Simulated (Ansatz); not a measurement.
The parent structure is GaSb in the zinc blende structure (space group F-43m, No. 216; a = 6.1324 Å). Axes: x, y, z lie along the cube axes.

The values are results of Ansatz (a program for electronic structure), r2SCAN, PAW, cutoff 500 eV, spin-orbit coupling left out, not measurements.

Modification: the cell is compressed by 2.50 % along z with no lateral relaxation; the atoms relax in the strained cell.

Question: Predict the stress tensor and what it implies for the stiffness.

Answer: Stress of the strained cell less that of the base (GPa, compression positive):
```
   1.02    0.00    0.00
   0.00    1.02    0.00
   0.00    0.00    2.23
```

Then −Δσ_ii/ε with ε = -0.0250 gives secant stiffness values (nonlinear terms included at this strain): C33 ≈ 89 GPa, C13 ≈ 41 GPa and C23 ≈ 41 GPa.

As a check, the harmonic strain energy −½ V₀ Δσ:ε is 5.0 meV/atom; the computed energy rise is 5.0 meV/atom.

Whether these cells are dynamically stable was not tested.
